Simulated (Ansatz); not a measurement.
**Be: element substitutions**

Take Be in the hcp (Mg type) structure (space group P6_3/mmc, No. 194; a = 2.257 Å, c = 3.553 Å) as the base.

Each row replaces one element on all its sites; cell and atoms are relaxed.

Levels (all Ansatz, a first-principles code, PAW): PBEsol (420 eV, no spin-orbit coupling); r2SCAN (500 eV, no SOC).

Pressures by level, all at the geometries relaxed with PBEsol:

```json
[
 {"case": "base", "PBEsol": "0.0 GPa", "r2SCAN": "1.1 GPa"},
 {"case": "Be → Ni", "PBEsol": "0.0 GPa", "r2SCAN": "2.6 GPa"},
 {"case": "Be → Ca", "PBEsol": "0.0 GPa", "r2SCAN": "1.2 GPa"}
]
```

Other magnetic orders, which the real material may have, were not ruled out. Single points use the geometry relaxed with PBEsol. Their cutoffs differ, which shifts pressures a little. No phonon test of stability was made. This is not the structure that Ni has at room temperature and ambient pressure. This is not the structure that Ca has at room temperature and ambient pressure.
